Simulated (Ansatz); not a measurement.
System: interstitial H in zinc-blende GaAs (charge state +1). The step: several atoms move together, H the farthest; the atom moves 1.85 Å along (0.23, 0.00, -0.23) of the unit cell; the moving atom starts with neighbours As at 1.55; Ga at 1.89 Å and ends with As at 1.55; Ga at 1.89 Å. DFT values are from Ansatz (plane-wave PAW, 420 eV unless said) in a cell of 64 host sites, spin-restricted, static, with no finite-size correction. The charge state is imposed; whether it is stable for some Fermi level was not computed. Sites that were not tried may lie lower. For the PBE band: the check of the saddle point's order was inconclusive, and it lies on a symmetry element of the cell, where a band can be held.

| Level | Forward barrier (eV) | Cost of the band or of the saddle's single point |
|---|---|---|
| CHGNet universal potential (has no charge state), its own band | 0.22 | - |
| PBE, one k-point at (0.250, 0.250, 0.250), band relaxed | 0.45 | around 2.8 core-hours (rough) |
| PBE, a 2×2×2 k-point mesh shifted by half a step, same geometries | 0.40 | roughly 14 core-minutes |
| r2SCAN at 500 eV, one k-point at (0.250, 0.250, 0.250), same geometries | … | roughly 8 core-minutes |

Problem. Fill in the missing entries.

Solution. 
- r2SCAN at 500 eV, one k-point at (0.250, 0.250, 0.250), same geometries, Forward barrier (eV): 0.53

Ansatz is a quantum-chemistry and plane-wave program.
